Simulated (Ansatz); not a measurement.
For CsCl-type ScPd, PBEsol in Ansatz (PAW) gives:

- lattice constant a: 3.266 Å
- formation enthalpy: -0.897 eV/atom

### Question
What does r²SCAN in Ansatz (PAW) give for the same quantities?

### Answer

- lattice constant a: 3.294 Å (grows by 0.9 %)
- formation enthalpy: -0.933 eV/atom (moves by -0.036 eV/atom)

For comparison: lattice constant a 3.283 Å (measured, temperature not stated, copied from a table, unchecked, no zero-point or thermal correction; as tabulated in Transactions of the Metallurgical Society of Aime 224, 1082 (1962)).

Changes are worked out from the printed values.

Unless a cell is named, each level is at its own relaxed cell (PBEsol 17.43, r²SCAN 17.88 Å³/atom).

Ansatz's density-functional and Hartree–Fock values are scalar-relativistic unless marked +SOC, with PAW data made under PBE.

Ansatz is an electronic-structure program.
